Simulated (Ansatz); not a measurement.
TiSi2 (space group Fddd, No. 70)

```yaml
crystal:
  lattice:
    - [0.00000, 4.13243, 4.28241]
    - [2.40310, 0.00000, 4.28241]
    - [2.40310, 4.13243, 0.00000]
  atoms:
    - { symbol: Si, position: [0.66301, 0.33699, 0.66301] }
    - { symbol: Si, position: [0.33699, 0.66301, 0.33699] }
    - { symbol: Si, position: [0.58699, 0.91301, 0.58699] }
    - { symbol: Si, position: [0.91301, 0.58699, 0.91301] }
    - { symbol: Ti, position: [0.00000, 0.00000, 0.00000] }
    - { symbol: Ti, position: [0.25000, 0.25000, 0.25000] }
```

All numbers come from PBE (Ansatz, a first-principles code; PAW; 420 eV plane waves; no SOC), earlier PAW set. Settings: 13×13×13 k-points, 0.05 eV Fermi–Dirac smearing.

The volume per atom is 14.18 Å³ and the density is 4.06 g/cm³. The band gap comes out as zero and the total energy comes out as -1257.655 eV/atom (σ→0; compares only within this code and set-up).

Whether these cells are dynamically stable was not tested. The final runs are not spin-polarised.
